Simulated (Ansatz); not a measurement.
## Ta: response to strain

Start from Ta in the bcc (W type) structure (space group Im-3m, No. 229; a = 3.282 Å). Axes: x, y, z lie along the cube axes.

Strains are applied to the cell and any free atomic positions relax; under biaxial strain the out-of-plane vector relaxes too; under stress the whole cell relaxes.

All numbers come from plane-wave PAW DFT at the PBEsol level (Ansatz, a quantum-chemistry and plane-wave program, 420 eV), spin-orbit coupling left out.

Candidates:
(a) uniaxial strain ε_zz = −1.28 %
(b) biaxial strain −4.13 %, plane normal [110], relaxed out of plane
(c) isotropic strain +2.04 %
(d) tensor shear ε_yz = −2.94 %
(e) uniaxial stress, 1 GPa tension along x

Notes on the quantities. energy relative to the base: free energy F.

Task: Order them by energy relative to the base, lowest first.

Result: (e) uniaxial stress, 1 GPa tension along x (+0.3 meV/atom), (a) uniaxial strain ε_zz = −1.28 % (+2.7 meV/atom), (d) tensor shear ε_yz = −2.94 % (+15 meV/atom), (c) isotropic strain +2.04 % (+41 meV/atom), (b) biaxial strain −4.13 %, plane normal [110], relaxed out of plane (+63 meV/atom)

Without a gap, meshes like the base's 20×20×20 leave anisotropic stresses uncertain by several tenths of a GPa, and small strain energies with them. Beyond what the load breaks, stability against distortions was not tested. The final runs are not spin-polarised.
